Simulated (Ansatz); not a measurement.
Base system: Ti in the hcp (Mg type) structure (space group P6_3/mmc, No. 194; a = 2.936 Å, c = 4.640 Å; relaxed with 0.1 eV smearing). Axes: x lies along a and z along c of the hexagonal cell.

Calculations: Ansatz (an electronic-structure program) r2SCAN, no spin-orbit coupling.

Before the change:

- Pressure: 0.0 GPa

One thing is altered: the cell is compressed by 3.00 % along z with no lateral relaxation, atoms relaxed at fixed cell.

### Question
Estimate the effect on the pressure.

### Answer
The pressure (mean of the normal stresses, compression positive) goes from zero to 3.7 GPa.

### Question
What does the calculation give for the energy relative to the base after the change?

### Answer
The energy grows by 10 meV/atom.

The cells carry an imposed strain or load. Whether these cells are dynamically stable was not tested. The final runs are not spin-polarised.
